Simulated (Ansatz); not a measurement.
## How a calculation on HfN (Fm-3m, 2 atoms in the cell) responds to its settings

```
HfN
1.0
    0.00000     2.29827     2.29827
    2.29827     0.00000     2.29827
    2.29827     2.29827     0.00000
Hf N
1 1
Direct
  0.00000   0.00000   0.00000
  0.50000   0.50000   0.50000
```

Base run A: PBE (Ansatz, a quantum-chemistry and plane-wave program), self-consistent single point.

Its settings: basis.ecutwfc = 420 eV; kpoints.mp_grid.grid = 10 10 10; hamiltonian.xc = pbe; hamiltonian.pseudopotentials = {kind: paw} (the program's default PAW files); scf.occupations.method = cold; scf.occupations.width = 0.136 eV.

The starting cell comes from a database of computed structures (which also holds hypothetical and non-ambient phases and stackings), without a prior relaxation at this level. Its lattice was rescaled by a random factor within 2.5 % of one. In the base run, with a pressure of about -8 GPa the cell is away from its equilibrium volume at this level. Ansatz's pressure includes its estimate of the finite-basis (Pulay) stress.

ΔF is the free energy per atom less that of run A. 

Run A gave: pressure (GPa) -7.84; TS (meV/atom) 0.2; k-points 47.

Runs:
- B: kpoints.mp_grid.grid, scf.occupations.width = 7 7 7, 0.03 eV
- C: kpoints.mp_grid.grid, scf.occupations.width = 7 7 7, 0.1 eV
- D: kpoints.mp_grid.grid, scf.occupations.width = 7 7 7, 0.3 eV
- E: kpoints.mp_grid.grid, scf.occupations.width = 8 8 8, 0.03 eV
- F: kpoints.mp_grid.grid, scf.occupations.width = 8 8 8, 0.1 eV
- G: kpoints.mp_grid.grid, scf.occupations.width = 8 8 8, 0.3 eV
- H: kpoints.mp_grid.grid, scf.occupations.width = 10 10 10, 0.03 eV
- I: kpoints.mp_grid.grid, scf.occupations.width = 10 10 10, 0.1 eV
- J: kpoints.mp_grid.grid, scf.occupations.width = 10 10 10, 0.3 eV
- K: kpoints.mp_grid.grid, scf.occupations.width = 12 12 12, 0.03 eV
- L: kpoints.mp_grid.grid, scf.occupations.width = 12 12 12, 0.1 eV
- M: kpoints.mp_grid.grid, scf.occupations.width = 12 12 12, 0.3 eV

What does run L change against A?

The free energy drops by 7.2 meV/atom and the pressure goes from -7.84 to -7.96 GPa.

What does run F change against A?

The free energy rises by 3.8 meV/atom and the pressure goes from -7.84 to -7.67 GPa.

What does run M change against A?

The free energy falls by 5.9 meV/atom and the pressure moves little (-7.84 to -7.94 GPa).

```json
[
 {"run": "A", "ΔF (meV/atom)": "0.00", "pressure (GPa)": "-7.84", "TS (meV/atom)": "0.2", "k-points": "47"},
 {"run": "B", "ΔF (meV/atom)": "6.0", "pressure (GPa)": "-7.67", "TS (meV/atom)": "0.3", "k-points": "20"},
 {"run": "C", "ΔF (meV/atom)": "5.0", "pressure (GPa)": "-7.62", "TS (meV/atom)": "1.7", "k-points": "20"},
 {"run": "D", "ΔF (meV/atom)": "2.5", "pressure (GPa)": "-7.64", "TS (meV/atom)": "3.3", "k-points": "20"},
 {"run": "E", "ΔF (meV/atom)": "3.9", "pressure (GPa)": "-7.64", "TS (meV/atom)": "0.2", "k-points": "29"},
 {"run": "F", "ΔF (meV/atom)": "3.8", "pressure (GPa)": "-7.67", "TS (meV/atom)": "-0.7", "k-points": "29"},
 {"run": "G", "ΔF (meV/atom)": "1.95", "pressure (GPa)": "-7.63", "TS (meV/atom)": "6.4", "k-points": "29"},
 {"run": "H", "ΔF (meV/atom)": "0.11", "pressure (GPa)": "-7.84", "TS (meV/atom)": "-0.2", "k-points": "47"},
 {"run": "I", "ΔF (meV/atom)": "0.10", "pressure (GPa)": "-7.84", "TS (meV/atom)": "0.4", "k-points": "47"},
 {"run": "J", "ΔF (meV/atom)": "-1.24", "pressure (GPa)": "-7.79", "TS (meV/atom)": "4.8", "k-points": "47"},
 {"run": "K", "ΔF (meV/atom)": "-7.4", "pressure (GPa)": "-7.96", "TS (meV/atom)": "0.0", "k-points": "72"},
 {"run": "L", "ΔF (meV/atom)": "-7.2", "pressure (GPa)": "-7.96", "TS (meV/atom)": "-0.5", "k-points": "72"},
 {"run": "M", "ΔF (meV/atom)": "-5.9", "pressure (GPa)": "-7.94", "TS (meV/atom)": "-1.8", "k-points": "72"}
]
```

Keys are those of Ansatz 0.2.
